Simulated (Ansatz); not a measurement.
Start from SiO₂ in the rutile structure (space group P4_2/mnm, No. 136; a = 4.236 Å, c = 2.690 Å). Axes: x, y, z lie along a, b, c of the conventional cell.

One thing is altered: uniaxial strain ε_zz = −1.80 %, all other strain components held at zero; the atoms relax in the strained cell.

Levels (all Ansatz, a quantum-chemistry and plane-wave program, PAW): PBE (420 eV, spin-orbit coupling left out); r2SCAN (500 eV, no spin-orbit coupling).

The geometry is relaxed with PBE.

| Quantity | Result |
|---|---|
| PBE lowest conduction level above the VBM at special points | Γ 5.42 eV; A 7.01 eV; M 7.42 eV; X 7.71 eV |
| PBE width of the top valence band | 2.62 eV |
| PBE gap character | direct at Γ |

With r2SCAN at the same geometry, the lowest conduction level above the VBM at special points becomes Γ 6.37 eV; A 8.02 eV; M 8.43 eV; X 8.71 eV (PBE: Γ 5.42 eV; A 7.01 eV; M 7.42 eV; X 7.71 eV); the width of the top valence band increases by 0.04 eV (2.62 eV → 2.66 eV); the gap character stays direct at Γ.

Single points use the geometry relaxed with PBE. Stability against distortions was not tested.
